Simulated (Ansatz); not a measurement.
## Habitual settings against a tight run: InRu3 (P6_3/mmc, 8 atoms in the cell)

Self-consistent single point.

```xyz
8
Lattice="5.7126 0.0000 0.0000 -2.8563 4.9473 0.0000 0.0000 0.0000 4.6010" Properties=species:S:1:pos:R:3 pbc="T T T"
In     2.8563     1.6491     1.1502
In     0.0000     3.2982     3.4507
Ru     0.0000     1.6350     1.1502
Ru     2.8563     3.3123     3.4507
Ru     4.2967     0.8175     3.4507
Ru    -1.4403     4.1298     1.1502
Ru     1.4403     4.1298     1.1502
Ru     1.4160     0.8175     3.4507
```
Moments meant for the start (each program seeds them in its own way; μB, in the order of the atoms In In Ru Ru Ru Ru Ru Ru): 0.0 0.0 2.0 2.0 2.0 2.0 2.0 2.0.

Method of the run: PBEsol, harder PAW files (source: ansatz) made with PBE (plane waves; Ansatz, a first-principles code).

Base settings: basis.ecutwfc = 710 eV; kpoints.mp_grid.grid = 5 5 5; hamiltonian.xc = pbesol; hamiltonian.pseudopotentials = {kind: paw, source: ansatz}; magnetization.spin_polarized = true; scf.occupations.method = cold; scf.occupations.width = 0.1 eV.

Tight run (finer mesh or higher cutoff; not a proven limit): basis.ecutwfc: 710 eV → 995 eV; kpoints.mp_grid.grid: 5 5 5 → 7 7 7; scf.convergence.dr2_threshold: default (1e-07 eV) → 1e-09 eV. It gave Fermi level (on the code's own zero) 19.09 eV; pressure -17.49 GPa; largest force (vector length) 0.217 eV/Å; size of the cell's spin moment 3.17 μB.

Quick runs, as changes from the base:
- A: the base itself
- B: basis.ecutwfc: 710 eV → 425 eV; kpoints.mp_grid.grid: 5 5 5 → 1 1 1; scf.occupations.method: cold → fermi_dirac; scf.occupations.width: 0.1 eV → 0.2 eV

Energies are extrapolated to zero smearing width, which holds to low order in the width alone.

The count of work is k-points × plane waves × bands × iterations; it is no time. 

Pressures in the table are Ansatz's without its Pulay estimate, at a fixed set of plane waves; the tight run's value above holds the estimate.

The starting cell comes from a database of computed structures (which also holds hypothetical and non-ambient phases and stackings), without a prior relaxation at this level. Its lattice was rescaled by a random factor within 2.5 % of one. The moments shrank to a small part of their start, a low-spin state that need not be the lowest. In the base run, with a pressure of about -18 GPa the cell is away from its equilibrium volume at this level.

```tsv
run	energy less tight (meV/atom)	pressure less tight (GPa)	largest miss in a force vector (eV/Å)	size of the net moment less tight (μB/atom)	count of work / tight
A	0.6	-0.11	0.077	-0.04	0.28
B	1480.6	-59.09	0.271	-0.15	0.0068
```

Among the runs at the tight run's level, the energy misses run from 0.6 to 1480.6 meV/atom.

Left out of this page: 2 runs of the series outside the window shown, repeating another row's setting, or not comparable; 2 runs of the series with a known weakness of the program.

Keys are those of Ansatz 0.2.
